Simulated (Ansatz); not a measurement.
System: Nb (model structure, started from the omega type, P6/mmm, No. 191, 3 atoms in the cell). Method: PBEsol in Ansatz (plane waves, PAW).

Numerical settings: plane-wave cutoff 520 eV, 12×12×20 k mesh (along the axes of the cell as run), Fermi–Dirac smearing 0.05 eV, no spin polarisation, scalar-relativistic PAW data made under PBE.

Cell (relaxed at this level):

```
Nb
1.0
    4.83394     0.00000     0.00000
   -2.41697     4.18631     0.00000
    0.00000     0.00000     2.64589
Nb
3
Direct
  0.00000   0.00000   0.00000
  0.33333   0.66667   0.50000
  0.66667   0.33333   0.50000
```

Task: Give the computed bulk modulus B0.

Result: 
- bulk modulus B0: 175 GPa

The run finds no gap.

Note: the bulk modulus is −V dP/dV from two relaxed cells at ±2 % in volume; the relaxation could raise the start's symmetry but not lower it, so the cell can be a saddle point.

The computed numbers hold no vibrational or temperature effects.

It cost about 2.2 core-minutes (a rough figure) of CPU time.

A model structure was made by putting elements into a prototype or built by hand; it is no filed structure, need not be a known phase, and can be a saddle point held by its symmetry.

Ansatz is a program for electronic structure.
